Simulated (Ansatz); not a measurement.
The parent structure is GaSb in the zinc blende structure (space group F-43m, No. 216; a = 6.214 Å).

All numbers come from plane-wave PAW DFT at the PBE level (Ansatz, a first-principles code, 420 eV), without spin-orbit coupling, earlier PAW set.

Before the change:

The band gap comes out as zero and the shortest interatomic distance is 2.691 Å.

Perturbation: a hydrostatic pressure of 4.2 GPa.

Question: What does the calculation give for the band gap after the change?

Answer: The band gap changes from zero to 0.26 eV.

Question: What happens to the shortest interatomic distance?

Answer: The shortest interatomic distance decreases by 0.069 Å, from 2.691 Å to 2.622 Å.

Spin-orbit coupling, missing from the scalar runs, can matter with Sb. Load acts through the strain it causes; cell and atoms are relaxed under it. Stability against distortions was not tested. Tetrahedral semiconductors of this kind turn to denser phases somewhere between about 1 and 50 GPa; those were not computed, so compressed cells here can lie past the real transition. All final runs are without spin polarisation. A zero or small gap of GaSb can be the functional's error rather than a property of the material.
